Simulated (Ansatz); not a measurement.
## How the band gap of Li3OCl (Pm-3m, No. 221, 5 atoms in the cell; start mp-985585) moves with the method

No measured value is used here.

| level (code) | value (eV) |
|---|---|
| LDA (Ansatz) | 4.65 (direct) |
| PBEsol (Ansatz) | ? |
| r²SCAN (Ansatz) | ? |
| HSE06 (Ansatz) | 6.44 (direct) |
| r²SCAN0 (Ansatz) | 7.63 (direct) |
| G0W0@PBEsol (Ansatz) | 7.49 (direct) |
| G0W0@PBEsol+SOC (Ansatz) | 7.49 |

**Question.** Some entries are withheld; supply them.

**Answer.** 
- PBEsol (Ansatz, an electronic-structure program), value (eV): 4.75 (direct)
- r²SCAN (Ansatz), value (eV): 5.62 (direct)

Computed values are for a static lattice.  G0W0@PBEsol+SOC: spin–orbit coupling enters as the shift of the gap found with a semilocal functional. Values are at the PBEsol cell. Cutoffs and k meshes differ between the levels. Ansatz's density-functional and Hartree–Fock values are scalar-relativistic unless marked +SOC, with PAW data made under PBE.

A start named mp-… is a Materials Project structure, which need not be a measured phase.
